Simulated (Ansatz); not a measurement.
Defect migration in rock-salt MgO: interstitial Na, charge state +1. The step: several atoms move together, Na the farthest; the atom moves 2.12 Å along (0.50, 0.00, 0.00) of the unit cell; the moving atom starts with neighbours 4 Mg at 2.20; 4 O at 1.98 Å and ends with 4 Mg at 2.20; 4 O at 1.98 Å. DFT values are from Ansatz (plane-wave PAW, 420 eV unless said) in a cell of 64 host sites, spin-restricted, static, with no finite-size correction. The charge state is imposed; whether it is stable for some Fermi level was not computed. Sites that were not tried may lie lower. For the PBE band: the program found a first-order saddle point.

```tsv
Level	Forward barrier (eV)	Cost of the band or of the saddle's single point
CHGNet universal potential (has no charge state), its own band	0.81	-
PBE, a 2×2×2 k-point mesh shifted by half a step, band relaxed	0.59	roughly 100 core-minutes
r2SCAN at 500 eV, a 2×2×2 k-point mesh shifted by half a step, same geometries	0.60	roughly 2.9 core-minutes
HSE06, a 2×2×2 k-point mesh shifted by half a step, same geometries	0.56	around 30 core-minutes (rough)
PBE, Γ point alone, same geometries	0.57	around 23 core-seconds (rough)
HSE06, Γ point alone, same geometries	0.55	about 4 core-minutes (a rough figure)
HSE06, Γ point alone, ends and band relaxed with HSE06	0.54	around 70 core-minutes (rough)
```

Ansatz is a program for electronic structure.
